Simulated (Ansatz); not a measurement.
Density of states of BP (F-43m) above the conduction band minimum, HSE06 with spin-orbit coupling, rigid bands (Ansatz, a program for electronic structure); cell volume 23.1 Å³.

(energy from edge (eV), 10⁻³ states/eV/cell): (0.006, 17.5); (0.031, 41.4); (0.056, 57.7); (0.081, 73.8); (0.106, 90.2); (0.131, 97.6); (0.156, 105); (0.181, 113); (0.206, 121); (0.231, 130); (0.256, 138); (0.281, 148); (0.319, 161); (0.344, 170); (0.369, 178); (0.394, 186); (0.419, 194); (0.444, 202); (0.469, 215); (0.494, 226); (0.519, 236); (0.544, 245); (0.569, 253); (0.594, 262)

Q: What effective density of states at 300 K does this give (∫ g(E) exp(−E/k_BT) dE, both spins, divided by the cell's size)?

A: 3.8e19 cm⁻³, a density-of-states mass of 1.33 mₑ, valleys and band degeneracy included.

Geometry: cell and atoms relaxed with PBEsol.
